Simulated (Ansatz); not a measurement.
**NiAs-type NiSb**

The numbers are results of PBEsol (PAW; Ansatz, a program for electronic structure), not measurements.

Numerical settings: plane-wave cutoff 520 eV, 18×18×12 k mesh (along the axes of the cell as run), Fermi–Dirac smearing 0.05 eV, no spin polarisation, scalar-relativistic PAW data made under PBE.

Cell: relaxed at this level.

```json
{
 "volume_per_atom": "16.83 Å³/atom",
 "bulk_modulus": "130 GPa",
 "lattice_parameter_a": "3.916 Å",
 "lattice_parameter_c": "5.070 Å",
 "band_gap": "zero (no gap)",
 "pressure derivative B′ of the bulk modulus": "4.9"
}
```

Measured, for comparison: lattice constant a 3.946 Å, lattice parameter c 5.148 Å (temperature not stated, not corrected to a static lattice; as tabulated in Wikipedia's data pages). Computed (rounded) less measured: lattice constant a -0.8 %, lattice parameter c -1.5 %. A static lattice is as a rule a little smaller and stiffer than an uncorrected measurement, which narrows the difference in the lattice constant a, lattice parameter c and would widen misses of the other sign.

Note: the bulk modulus comes from volumes at which shape and atoms were relaxed.

Spin–orbit coupling is not included.

Static lattice: no zero-point or thermal effects.

It cost around 9 core-minutes (rough) of CPU time.
